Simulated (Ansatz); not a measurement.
**What pressure −2 GPa does to NaF**

Take NaF in the rock salt structure (space group Fm-3m, No. 225; a = 4.701 Å) as the base.

The change: a negative pressure, −2 GPa.

Computed with PBE (Ansatz, a first-principles code, PAW, no spin-orbit coupling). k-mesh 12×12×12 (Γ-centred); smearing 0.05 eV (Fermi–Dirac).

```json
[
 {"quantity": "volume per atom", "base": "12.99 Å³", "changed": "13.65 Å³", "shift": "+0.665 Å³"},
 {"quantity": "enthalpy H = E + PV relative to the base's energy", "base": "–", "changed": "-0.17 eV/atom", "shift": "–"},
 {"quantity": "band gap", "base": "6.09 eV", "changed": "5.84 eV", "shift": "-0.25 eV"},
 {"quantity": "gap character", "base": "direct at Γ", "changed": "direct at Γ", "shift": "–"},
 {"quantity": "mean gap deformation potential ΔEg/Δln V", "base": "–", "changed": "-5.0 eV", "shift": "–"},
 {"quantity": "width of the top valence band", "base": "0.53 eV", "changed": "0.49 eV", "shift": "-0.04 eV"},
 {"quantity": "electron mass", "base": "0.56 mₑ (at Γ)", "changed": "0.57 mₑ (at Γ)", "shift": "–"}
]
```

Final structure:

```xyz
2
Lattice="0.0000 2.3900 2.3900 2.3900 0.0000 2.3900 2.3900 2.3900 0.0000" Properties=species:S:1:pos:R:3 pbc="T T T"
Na     0.0000     0.0000     0.0000
F      2.3900     2.3900     2.3900
```

Cost of the whole job for the changed cell (relaxation, final SCF and bands): very roughly 17 core-seconds.

Load acts through the strain it causes; cell and atoms are relaxed under it. Masses are band curvatures over ±0.01 Å⁻¹ around the edge. Stability against distortions was not tested.
